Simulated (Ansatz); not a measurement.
## Ladder of methods for the volume per atom of GePt (Pnma, No. 62)

Reference value: 16.08 Å³/atom (measured, temperature not stated, copied from a table, unchecked, no zero-point or thermal correction; as tabulated in Acta Crystallographica B 29, 1991 (1973)).

```
level (code)           value (Å³/atom)
---------------------  ---------------
LDA (Ansatz)                       ___
PBE (Ansatz)                       ___
PBEsol (Ansatz)                  16.17
PBE-D3(BJ) (Ansatz)              16.28
PBE-D4 (Ansatz)                  16.34
r²SCAN (Ansatz)                  16.42
r²SCAN-D4 (Ansatz)               16.26
r²SCAN+rVV10 (Ansatz)            16.23
```

Task: Fill in the missing entries.

Result: 
- LDA (Ansatz, a first-principles code), value (Å³/atom): 15.85
- PBE (Ansatz), value (Å³/atom): 16.87

Differences against the reference: LDA -1.4 %, PBE +4.9 %, PBEsol +0.6 %, PBE-D3(BJ) +1.2 %, PBE-D4 +1.6 %, r²SCAN +2.1 %, r²SCAN-D4 +1.1 %, r²SCAN+rVV10 +0.9 %.

The reference's temperature isn't stated, so close values are not ranked against it. Off by more than 3.8 % (a bound picked here): PBE (+4.9 %).

The reference has no zero-point or thermal correction, while the calculations are for a static lattice, so the differences are not the levels' errors alone. A static lattice is as a rule a little smaller than the measured one.  Density-functional levels without +SOC have no spin–orbit coupling. Ansatz's density-functional and Hartree–Fock values are scalar-relativistic unless marked +SOC, with PAW data made under PBE.

Differences are worked out from the printed values.
